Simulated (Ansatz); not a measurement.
Input and output of a self-consistent single point for a (110) slab of Ag (cut from a parent of space group no. 229; 4 atoms in the cell) (Ansatz, a program for electronic structure).

Level of theory: LDA (PW92), default PAW files made with PBE (plane waves; Ansatz).

The change in words: vacuum of 4 angstrom (first run: 14 Å). Reference geometry:
```yaml
crystal:
  lattice:
    - [2.88202, 0.00000, 0.00000]
    - [-3.84269, 2.71719, 0.00000]
    - [0.00000, 0.00000, 21.05948]
  atoms:
    - { symbol: Ag, position: [0.00000, 0.00000, 0.33239] }
    - { symbol: Ag, position: [0.00000, 0.50000, 0.44413] }
    - { symbol: Ag, position: [0.00000, 0.00000, 0.55587] }
    - { symbol: Ag, position: [0.00000, 0.50000, 0.66761] }
```

Reference input (self-consistent single point, DFT, LDA (PW92), plane waves, default PAW files made with PBE): basis.ecutwfc = 420 eV; kpoints.mp_grid.grid = 15 15 1; hamiltonian.xc = lda; hamiltonian.pseudopotentials = {kind: paw} (the program's default PAW files); scf.occupations.method = fermi_dirac; scf.occupations.width = 0.1 eV. This run's input differs from it in these lines:

Ansatz 0.2 input:
```diff
@@ -4,8 +4,8 @@
     - [-3.842689, 2.717191, 0.000000]
-    - [0.000000, 0.000000, 21.059481]
+    - [0.000000, 0.000000, 11.059475]
   atoms:
-    - { symbol: Ag, position: [0.000000, 0.000000, 0.332392] }
-    - { symbol: Ag, position: [1.000000, 0.500000, 0.444132] }
-    - { symbol: Ag, position: [0.000000, 0.000000, 0.555868] }
-    - { symbol: Ag, position: [0.000000, 0.500000, 0.667608] }
+    - { symbol: Ag, position: [0.000000, 0.000000, 0.180840] }
+    - { symbol: Ag, position: [0.000000, 0.500000, 0.393616] }
+    - { symbol: Ag, position: [0.000000, 0.000000, 0.606384] }
+    - { symbol: Ag, position: [1.000000, 0.500000, 0.819160] }
 basis:
```

The program printed (abridged):

```
SCF iter   1: F=—  HF=-29831.167898 eV  |F-HF|=—  |Δ(HF+E_count)|=         —  Δρ=1.29e-2  dr2=1.35e-1  ethr=1.77e-3  ⟨swp⟩=5.5  Hψ=9446  notcnv=0  defer=76
all-band conjugate gradients solve this SCF's bands
preconditioner: auto → LDOS
SCF iter   2: F=—  HF=-29831.225328 eV  |F-HF|=—  |Δ(HF+E_count)|=   5.74e-2  Δρ=2.09e-2  dr2=3.12e-1  ethr=1.78e-4  ⟨swp⟩=2.0  Hψ=6297  notcnv=0  defer=103  recentre
   [... lines left out ...]
SCF iter   4: F=—  HF=-29831.129887 eV  |F-HF|=—  |Δ(HF+E_count)|=   1.15e-4  Δρ=1.37e-4  dr2=2.56e-5  ethr=1.06e-6  ⟨swp⟩=2.0  Hψ=5581  notcnv=0  defer=98
SCF iter   5: F=—  HF=-29831.129876 eV  |F-HF|=—  |Δ(HF+E_count)|=   1.15e-5  Δρ=5.76e-5  dr2=2.42e-6  ethr=3.36e-8  ⟨swp⟩=2.1  Hψ=4682  notcnv=0  defer=98
SCF iter   6: F=—  HF=-29831.129875 eV  |F-HF|=—  |Δ(HF+E_count)|=   3.59e-7  Δρ=1.78e-5  dr2=2.67e-7  ethr=3.18e-9  ⟨swp⟩=2.0  Hψ=4360  notcnv=0  defer=98
SCF iter   7: F=-29831.129875 eV  HF=-29831.129875 eV  |F-HF|=8.37e-9  |Δ(HF+E_count)|=   3.95e-8  Δρ=3.65e-6  dr2=2.44e-8  ethr=1.32e-10  ⟨swp⟩=8.9  Hψ=11753  notcnv=0
SCF 1 converged in 7 iterations: F = -29831.129875 eV  dr2 = 2.44e-8
Free energy (F): -29831.129875 eV
Internal energy: -29831.092300 eV  (E = F + TS)
E sigma→0 (E₀):  -29831.111088 eV
Entropy (-TS):   -0.037575 eV (-9.394 meV/atom)
Fermi energy:    12.346987 eV
--- Forces (eV/Å), atoms counted from 1 ---
  atom   1  Ag     0.00000000    -0.00000000     0.40403870
  atom   2  Ag     0.00000000     0.00000000    -0.00393129
  atom   3  Ag     0.00000000    -0.00000000     0.00393129
  atom   4  Ag     0.00000000     0.00000000    -0.40403870
--- Stress (GPa, compression-positive) ---
      -11.232660      -0.479360      -0.000000
       -0.479360     -11.571618       0.000000
       -0.000000       0.000000     -12.227366
  P = ⅓ Tr σ = -11.6772 GPa (-116.772 kbar)
  The stress holds the Pulay correction. Without it, at fixed plane waves, as pw.x and ABINIT print it: P = -11.6932 GPa
```

The run converged in 7 iterations. Against the reference run the free energy drops by 56.7 meV/atom and the largest force goes from 0.655 to 0.404 eV/Å.

The starting cell comes from a database of computed structures (which also holds hypothetical and non-ambient phases and stackings), without a prior relaxation at this level. The slab is cut from that crystal, and its faces are unrelaxed. Its lattice was rescaled by up to half a per cent.
